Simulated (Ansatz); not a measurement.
**AlAs under load (space group F-43m): band-edge transport data**

Consider the following.

```xyz
2
Lattice="0.0000 2.8715 2.8715 2.8715 0.0000 2.8715 2.8715 2.8715 0.0000" Properties=species:S:1:pos:R:3 pbc="T T T"
Al     0.0000     0.0000     0.0000
As     1.4357     1.4357     1.4357
```

Method: PBE with spin-orbit coupling, rigid bands (plane waves, PAW; Ansatz, a first-principles code). Condition of this run: hydrostatic pressure of -2.4 GPa (compression positive) (the target of the relaxation). Geometry: cell and atoms relaxed with PBEsol, then loaded as said.

```
Property                                                                                                                                                      Result
---------------------------------------------------------------------------------------------------------------------------------------  ---------------------------
band gap                                                                                                                                                     1.42 eV
electron conductivity mass (300 K, dilute)                                                                                                                   0.34 mₑ
hole conductivity mass (300 K, dilute)                                                                                                                       0.61 mₑ
effective density of states N_c (300 K)                                                                                                                  1.9e19 cm⁻³
effective density of states N_v (300 K)                                                                                                                  2.5e19 cm⁻³
density-of-states mass, electrons                                                                                                                            0.84 mₑ
density-of-states mass, holes                                                                                                                                0.99 mₑ
Seebeck coefficient, n-type 1e19 cm⁻³, 300 K                                                                                                               -270 μV/K
best n-type power factor at 300 K for τ = 10 fs (best axis; densities from 1e16 to 1e21 cm⁻³ tried, whether or not they can be reached)  8.4 μW/(cm·K²) at 1e20 cm⁻³
Seebeck coefficient, p-type 1e19 cm⁻³, 300 K                                                                                                                304 μV/K
```

Rigid bands; masses and Seebeck coefficients take one relaxation time τ for all states and one kind of carrier; polarons and phonon drag are left out. Geometry: cell and atoms relaxed with PBEsol.
